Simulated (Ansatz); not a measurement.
**Several settings converged on TiCo (P4mm, 2 atoms in the cell)**

```xyz
2
Lattice="2.9810 0.0000 0.0000 0.0000 2.9810 0.0000 0.0000 0.0000 2.9810" Properties=species:S:1:pos:R:3 pbc="T T T"
Ti     0.0000     0.0000     0.0500
Co     1.4905     1.4905     1.4905
```

Base method: LDA (PW92), default PAW files made with PBE (plane waves; Ansatz, a first-principles code).

Base settings: basis.ecutwfc = 420 eV; kpoints.mp_grid.grid = 11 11 11; hamiltonian.xc = lda; hamiltonian.pseudopotentials = {kind: paw} (the program's default PAW files); scf.occupations.method = fermi_dirac; scf.occupations.width = 0.1 eV.

**The width of Gaussian smearing**

In this ladder: kpoints.mp_grid.grid = 18 18 18; scf.occupations.method = gaussian.

Narrow widths need finer meshes than wide ones, so the last steps can hold mesh noise.

Only quantities that move along the ladder and can be compared are tabulated; pressure and forces are left out, as mesh noise rules them at narrow widths.

```tsv
scf.occupations.width	free energy less the last step's (meV/atom)	energy extrapolated to zero width less the last step's (meV/atom)
1 eV	-297.11	-11.39
0.5 eV	-82.02	-6.39
0.3 eV	-30.73	-1.27
0.2 eV	-13.50	-0.38
0.1 eV	-2.79	-0.08
0.05 eV	0.00	0.00
```

Widest scf.occupations.width that holds the energy extrapolated to zero width within 0.5 meV/atom of the last step, with all finer ones: 0.2 eV; the step before is off by 1.3 meV/atom.

Widest scf.occupations.width that holds the free energy within 5 meV/atom: not settled: the last two steps still differ by 2.8 meV/atom, over half the tolerance, so the ladder does not show it.

The extrapolation to zero width removes most of the smearing's effect on the energy.

**The width of cold smearing**

In this ladder: kpoints.mp_grid.grid = 18 18 18; scf.occupations.method = cold.

Narrow widths need finer meshes than wide ones, so the last steps can hold mesh noise.

Only quantities that move along the ladder and can be compared are tabulated; pressure and forces are left out, as mesh noise rules them at narrow widths.

```tsv
scf.occupations.width	free energy less the last step's (meV/atom)
0.5 eV	-22.34
0.3 eV	-5.23
0.2 eV	-1.31
0.1 eV	-0.03
0.05 eV	0.00
```

Widest scf.occupations.width that holds the free energy within 2 meV/atom of the last step, with all finer ones: 0.2 eV; the step before is off by 5.2 meV/atom.

On the base run: the starting cell has typed, rounded lattice constants, without a prior relaxation at this level. Its lattice was rescaled by up to half a per cent. One atom was moved a little off its site on purpose. Spin polarisation is off. In the base run, with a pressure of about -14 GPa the cell is away from its equilibrium volume at this level. Ansatz's pressure includes its estimate of the finite-basis (Pulay) stress.

Left out of this page: 4 runs of the series outside the window shown, repeating another row's setting, or not comparable; 1 run of the series unsound by tests on forces, stress, charge or solver warnings.

Keys are those of Ansatz 0.2.
